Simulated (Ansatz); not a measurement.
Amorphous In₉Ga₉Zn₉O₃₈Si, 66 atoms at 5.71 g/cm³, one PBE-relaxed geometry, zone centre. Methods: PBE, scalar-relativistic without spin-orbit coupling (Ansatz, a first-principles code); r2SCAN, scalar-relativistic without spin-orbit coupling (Ansatz); HSE06, scalar-relativistic without spin-orbit coupling (Ansatz). Plane waves to 420 eV (r2SCAN 500 eV); exact exchange is cut at the cell's faces. At PBE the levels at the filled edge of the gap are localised (band-tail or defect states). All rungs ran without spin polarisation.

A CHGNet melt-quench gave the starting glass, which DFT then relaxed. O atoms were pushed apart under 1.9 Å during the dynamics, to hinder bonds among them. The hot cell started wider than the set density and was brought back towards it in steps. It is the lowest in DFT energy of 2 quenches. It is a model cell: composition and starting density were chosen by hand, and all elements were melted together. No dispersion term was used. Its density started from a set value of 5.71 and ended at 5.71 g/cm³. The simulated quench (nominally 210 K/ps over its main leg) is rapid and tends to freeze in more defects than a deposited or slowly cooled glass has. A cell of this size samples the disorder only roughly. The volume was held where the preparation left it and the shape relaxed, at a PBE pressure of 1.5 GPa. Stress components on the final sampling reach 1.6 GPa.

The relaxation ran on the zone centre alone. At PBE the level gap is 0.94 eV on a 2×2×2 Γ-centred mesh, and the spacing at the zone centre alone 0.94 eV.

Question: What zone-centre spacing does r2SCAN give, roughly?

Answer: 1.40 eV (+0.46 eV against PBE).

Question: What zone-centre spacing does HSE06 give, roughly?

Answer: 2.52 eV (+1.58 eV against PBE).

The highest filled and the lowest empty state spread over these numbers of atoms (participation numbers): PBE: 9.4 and 58.7; r2SCAN: 10.1 and 57.4; HSE06: 11.6 and 56.8.
